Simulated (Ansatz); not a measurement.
System: MgSnO3 (model structure, started from the cubic perovskite type, Pm-3m, No. 221, 5 atoms in the cell). Method: PBEsol in Ansatz (plane waves, PAW).

Input:

Ansatz 0.2 input:
```yaml
crystal:
  lattice:
    - [3.9868035927, 0.0, 0.0]
    - [0.0, 3.9868035927, 0.0]
    - [0.0, 0.0, 3.9868035927]
  atoms:
    - { symbol: Mg, position: [0.0, 0.0, 0.0] }
    - { symbol: Sn, position: [0.5, 0.5, 0.5] }
    - { symbol: O, position: [0.0, 0.5, 0.5] }
    - { symbol: O, position: [0.5, 0.5, 0.0] }
    - { symbol: O, position: [0.5, 0.0, 0.5] }
basis:
  ecutwfc: 520
  ecutrho_ratio: 4
  xc_grid: 2
kpoints:
  mp_grid: { grid: [8, 8, 8] }
  band_path:
    path:
      - [0.0, 0.0, 0.0]
      - [0.0, 0.071429, 0.0]
      - [0.0, 0.142857, 0.0]
      - [0.0, 0.214286, 0.0]
      - [0.0, 0.285714, 0.0]
      - [0.0, 0.357143, 0.0]
      - [0.0, 0.428571, 0.0]
      - [0.0, 0.5, 0.0]
      - [0.071429, 0.5, 0.0]
      - [0.142857, 0.5, 0.0]
      - [0.214286, 0.5, 0.0]
      - [0.285714, 0.5, 0.0]
      - [0.357143, 0.5, 0.0]
      - [0.428571, 0.5, 0.0]
      - [0.5, 0.5, 0.0]
      - [0.454545, 0.454545, 0.0]
      - [0.409091, 0.409091, 0.0]
      - [0.363636, 0.363636, 0.0]
      - [0.318182, 0.318182, 0.0]
      - [0.272727, 0.272727, 0.0]
      - [0.227273, 0.227273, 0.0]
      - [0.181818, 0.181818, 0.0]
      - [0.136364, 0.136364, 0.0]
      - [0.090909, 0.090909, 0.0]
      - [0.045455, 0.045455, 0.0]
      - [0.035714, 0.035714, 0.035714]
      - [0.071429, 0.071429, 0.071429]
      - [0.107143, 0.107143, 0.107143]
      - [0.142857, 0.142857, 0.142857]
      - [0.178571, 0.178571, 0.178571]
      - [0.214286, 0.214286, 0.214286]
      - [0.25, 0.25, 0.25]
      - [0.285714, 0.285714, 0.285714]
      - [0.321429, 0.321429, 0.321429]
      - [0.357143, 0.357143, 0.357143]
      - [0.392857, 0.392857, 0.392857]
      - [0.428571, 0.428571, 0.428571]
      - [0.464286, 0.464286, 0.464286]
      - [0.5, 0.5, 0.5]
      - [0.454545, 0.5, 0.454545]
      - [0.409091, 0.5, 0.409091]
      - [0.363636, 0.5, 0.363636]
      - [0.318182, 0.5, 0.318182]
      - [0.272727, 0.5, 0.272727]
      - [0.227273, 0.5, 0.227273]
      - [0.181818, 0.5, 0.181818]
      - [0.136364, 0.5, 0.136364]
      - [0.090909, 0.5, 0.090909]
      - [0.045455, 0.5, 0.045455]
      - [0.5, 0.5, 0.428571]
      - [0.5, 0.5, 0.357143]
      - [0.5, 0.5, 0.285714]
      - [0.5, 0.5, 0.214286]
      - [0.5, 0.5, 0.142857]
      - [0.5, 0.5, 0.071429]
    npoints: 1
hamiltonian:
  xc: pbesol
  dispersion: none
  pseudopotentials: { kind: paw }
scf:
  occupations: { method: fermi_dirac, width: 0.01 }
  convergence: { dr2_threshold: 0.0000000005 }
output:
  forces: true
  stress: true
  eigenvalues: true
  write_bands: true
```

From the output:

```
Crystal: 5 atoms, lattice volume = 63.369 Å³
Basis set: ecut = 520 eV, 1743 PW (Γ), exchange–correlation on 60×60×60 points (8 copies of the dense FFT grid, shifted against one another)
Bands: 26, of which v1, the nominal top of the filled ones, is band 21 counted from 1 (20 counted from 0)
Symmetry: 48 space group operations
Space group: Pm-3m (ITA 221), of the structure as read, at distance tolerance 4.0e-5 Å
k-points: 35 of 512
Functional: x = pbesol(κ = 0.804, μ = 0.12345679012345678), c = pbesol(β = 0.046)
SCF iter   1: F=—  HF=-9544.398836 eV  |F-HF|=—  |Δ(HF+E_count)|=         —  Δρ=1.28e-2  dr2=7.98e-2
SCF iter   2: F=—  HF=-9544.378341 eV  |F-HF|=—  |Δ(HF+E_count)|=   2.05e-2  Δρ=3.95e-3  dr2=8.59e-3
  ...
SCF iter   7: F=—  HF=-9544.376192 eV  |F-HF|=—  |Δ(HF+E_count)|=   3.70e-9  Δρ=9.83e-7  dr2=1.29e-9
SCF iter   8: F=-9544.376192 eV  HF=-9544.376192 eV  |F-HF|=1.64e-11  |Δ(HF+E_count)|=  2.49e-10  Δρ=2.51e-7  dr2=3.16e-11
SCF 1 converged in 8 iterations: F = -9544.376192 eV  dr2 = 3.16e-11
SCF converged after 8 iterations
Free energy (F): -9544.376192 eV
Internal energy: -9544.376192 eV  (E = F + TS)
E sigma→0 (E₀):  -9544.376192 eV
Fermi energy:    8.262106 eV
--- Stress (GPa, compression-positive) ---
        0.000107      -0.000000       0.000000
        0.000000       0.000107       0.000000
        0.000000       0.000000       0.000107
  P = ⅓ Tr σ = 0.0001 GPa (0.001 kbar)
```

The PAW data were made under PBE.

Note: the relaxation could raise the start's symmetry but not lower it, so the cell can be a saddle point.

It cost roughly 7 core-seconds of CPU time.

A model structure was made by putting elements into a prototype or built by hand; it is no filed structure, need not be a known phase, and can be a saddle point held by its symmetry.

Ansatz is a quantum-chemistry and plane-wave program.
